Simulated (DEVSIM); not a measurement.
Device: illuminated Si n-on-p cell, one wavelength, at 250 K.

```csv
layer (left to right),material,thickness (μm),Nd (cm⁻³),Na (cm⁻³),τn (s),τp (s),absorption coefficient (cm⁻¹)
1,Si,0.370,9.5e17,-,1.9e-7,3.2e-9,17000
2,Si,20.0,-,4.6e15,2.5e-7,2.5e-7,17000
```

Left contact: ohmic, minority hole recombination velocity 1000 cm/s. Right contact: ohmic, minority electron recombination velocity 20 cm/s. Voltage is applied to the left contact. Recombination: SRH at mid-gap, radiative, Auger. Light enters at the left, 2.5e17 photons cm⁻² s⁻¹, one pass, no reflection. Mobility is μmin + (μ − μmin)/(1 + (N/Nref)^α).

The device is made up for the run: typed textbook-type constants, with dimensions and the other settings drawn at random. Values at 300 K; Nc and Nv go as T^1.5, mobilities as T to minus their exponent, the gap by Varshni's rule with the affinity fixed.

| parameter | Si |
|---|---|
| gap (eV) | 1.124 |
| affinity (eV) | 4.05 |
| permittivity | 11.7 |
| Nc (cm⁻³) | 2.86e19 |
| Nv (cm⁻³) | 3.1e19 |
| μn (cm²/Vs) | 1417 |
| μp (cm²/Vs) | 470 |
| μn,min | 52 |
| μp,min | 45 |
| Nref,n | 9.7e16 |
| Nref,p | 2.2e17 |
| αn | 0.68 |
| αp | 0.72 |
| T exponent of μn | 2.3 |
| T exponent of μp | 2.2 |
| B (cm³/s) | 4.7e-15 |
| Cn (cm⁶/s) | 2.8e-31 |
| Cp (cm⁶/s) | 9.9e-32 |
| Varshni α (eV/K) | 0.000473 |
| Varshni β (K) | 636 |

Model (solved in DEVSIM): 1D drift-diffusion, Boltzmann statistics, complete ionisation; no tunnelling, impact ionisation, image-force lowering or self-heating.

The doping Na of layer 2 was swept, all else fixed.

| doping Na of layer 2 (cm^-3) | fill factor | potential step across the device at zero bias (V) | open-circuit voltage (V) | largest field in the device at zero bias (V/cm) |
|---|---|---|---|---|
| 1.4e14 | 0.83 | 0.809 | 0.597 | 49000 |
| 4.6e14 | 0.84 | 0.835 | 0.617 | 49000 |
| 1.4e15 | 0.85 | 0.859 | 0.639 | 51000 |
| 4.6e15 | 0.85 | 0.885 | 0.664 | 56000 |
| 1.4e16 | 0.86 | 0.909 | 0.688 | 71000 |
| 4.6e16 | 0.86 | 0.934 | 0.712 | 110000 |
| 1.4e17 | 0.87 | 0.958 | 0.734 | 190000 |

From the first row to the last the fill factor goes from 0.83 to 0.87. From the first row to the last the potential step across the device at zero bias goes from 0.809 to 0.958.
